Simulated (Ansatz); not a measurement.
O on the 1x1 (100) surface of beta Ga2O3 (cut with top plane Ga + 2 O), one in a 2x1 cell, started at the site 'hollow Ga over Ga at depth 9.3 Å'

Host crystal: beta Ga2O3, with a band gap (PBE, scalar-relativistic without spin-orbit coupling).

Level of theory: PBE (plane waves to 420 eV, PAW; Ansatz, a first-principles code).

Model: 41-atom slab, 10.2 Å thick at the start under the adsorbate (thin: gaps and levels are the slab's own), 3x4x1 mesh, Fermi-Dirac 0.01 eV, dipole correction, 20 atoms held, the rest relaxed; held to the start's symmetry, so lower structures may exist; spin-polarised, ending with about 2.0 μB a cell; orders that need a larger cell were not tried, no spin-orbit, no U, no dispersion correction. At the end it is bonded to Ga. In PBE it is, or lies within 0.03 eV of, the lowest of the starts that converged.

* **adsorption energy against ½ O2(g)**: 2.24 eV
* **change of the step from the bottom to the top vacuum level, against the clean slab**: 0.65 eV
* **energy released by relaxation**: 0.88 eV
* **height of the binding atom over the mean of the host atoms within 0.3 Å of the top one**: 1.661 Å
* **magnetic moment of the cell**: 2.00 μB
* **nearest host atoms of the binding atom**: Ga at 1.96 Å, O at 2.33 Å, O at 2.33 Å
* **largest move of a host atom**: 0.14 Å
* **caution**: the clean host was not checked against rearrangement in a larger or rattled cell

A negative adsorption energy means that the adsorbate is more stable on the surface than in its reference.
